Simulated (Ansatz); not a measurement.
Input and output of a self-consistent single point for K3Cd (Fm-3m, 4 atoms in the cell) (Ansatz, a first-principles code).

Method of the run: LDA (PW92), PAW files made with PBE (plane waves; Ansatz).

```
CELL_PARAMETERS angstrom
      0.00000     4.61034     4.61034
      4.61034     0.00000     4.61034
      4.61034     4.61034     0.00000
ATOMIC_POSITIONS crystal
  K  0.25000 0.25000 0.25000
  K  0.75000 0.75000 0.75000
  K  0.50000 0.50000 0.50000
  Cd 0.00000 0.00000 0.00000
```

Reference input (self-consistent single point, DFT, LDA (PW92), plane waves, PAW files made with PBE): basis.ecutwfc = 420 eV; kpoints.mp_grid.grid = 4 4 4; hamiltonian.xc = lda; hamiltonian.pseudopotentials = {kind: paw} (the program's default PAW files); scf.occupations.method = gaussian; scf.occupations.width = 0.05 eV. This run's input differs from it in these lines:

Ansatz 0.2 input:
```diff
@@ -14,3 +14,3 @@
 kpoints:
-  mp_grid: { grid: [4, 4, 4] }
+  mp_grid: { grid: [6, 6, 6] }
 hamiltonian:
```

Log, with long lists cut:

```
SCF iter   1: F=—  HF=-12609.162964 eV  |F-HF|=—  |Δ(HF+E_count)|=         —  Δρ=5.15e-2  dr2=9.12e0  ethr=3.10e-3  ⟨swp⟩=7.0  Hψ=2053  notcnv=0
all-band conjugate gradients solve this SCF's bands
preconditioner: auto → Resta (q_TF=auto, 2.150 Å⁻¹)
SCF iter   2: F=—  HF=-12606.696132 eV  |F-HF|=—  |Δ(HF+E_count)|=    2.47e0  Δρ=1.45e-2  dr2=6.50e-1  ethr=3.10e-3  ⟨swp⟩=3.1  Hψ=1110  notcnv=0  defer=20
   [... lines left out ...]
SCF iter   7: F=—  HF=-12606.383983 eV  |F-HF|=—  |Δ(HF+E_count)|=   8.31e-5  Δρ=2.01e-5  dr2=1.37e-6  ethr=4.45e-8  ⟨swp⟩=2.2  Hψ=540  notcnv=0  defer=19
SCF iter   8: F=-12606.383983 eV  HF=-12606.383983 eV  |F-HF|=3.19e-8  |Δ(HF+E_count)|=   4.09e-7  Δρ=3.43e-6  dr2=6.48e-8  ethr=2.13e-10  ⟨swp⟩=12.0  Hψ=2542  notcnv=0
the last iteration of the SCF fills more bands at one k-point than at another …
SCF 1 converged in 8 iterations: F = -12606.383983 eV  dr2 = 6.48e-8
Free energy (F): -12606.383983 eV
Internal energy: -12606.381882 eV  (E = F + TS)
E sigma→0 (E₀):  -12606.382932 eV
Entropy (-TS):   -0.002101 eV (-0.525 meV/atom)
Fermi energy:    3.720028 eV
--- Forces (eV/Å), atoms counted from 1 ---
  atom   1  K     -0.00000000     0.00000000    -0.00000000
   [... zero for the other atoms too ...]
--- Stress (GPa, compression-positive) ---
       -0.751181       0.000000      -0.000000
       -0.000000      -0.751181       0.000000
        0.000000      -0.000000      -0.751181
  P = ⅓ Tr σ = -0.7512 GPa (-7.512 kbar)
  The stress holds the Pulay correction. Without it, at fixed plane waves, as pw.x and ABINIT print it: P = -0.7547 GPa
```

The run converged in 8 iterations. Against the reference run the free energy rises by 1.9 meV/atom and the pressure moves little (-0.78 to -0.75 GPa).

The starting cell comes from a database of computed structures (which also holds hypothetical and non-ambient phases and stackings), without a prior relaxation at this level. Ansatz's pressure includes its estimate of the finite-basis (Pulay) stress.
